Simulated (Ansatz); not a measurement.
Base system: Ca4As2O (space group I4/mmm, No. 139; a = 4.4991 Å, c = 15.2662 Å; a cell from a computed database, its experimental status unchecked).

Method: PBEsol (Ansatz, a program for electronic structure; PAW; 420 eV plane waves; scalar-relativistic without spin-orbit coupling).

Base values:

* **Lattice parameter a**: 4.499 Å
* **Band gap**: 1.11 eV
* **Smallest direct gap**: 1.34 eV

It is then changed as follows: a hydrostatic pressure of 0.7 GPa.

Q: What does the calculation give for the lattice parameter a after the change?

A: The lattice parameter a shrinks by 0.0156 Å, from 4.499 Å to 4.484 Å.

Q: Predict the new band gap.

A: The band gap falls by 0.02 eV, from 1.11 eV to 1.09 eV.

Q: How does this affect the smallest direct gap?

A: The smallest direct gap drops by 0.014 eV (1.34 eV → 1.32 eV).

Load acts through the strain it causes; cell and atoms are relaxed under it. Whether these cells are dynamically stable was not tested.
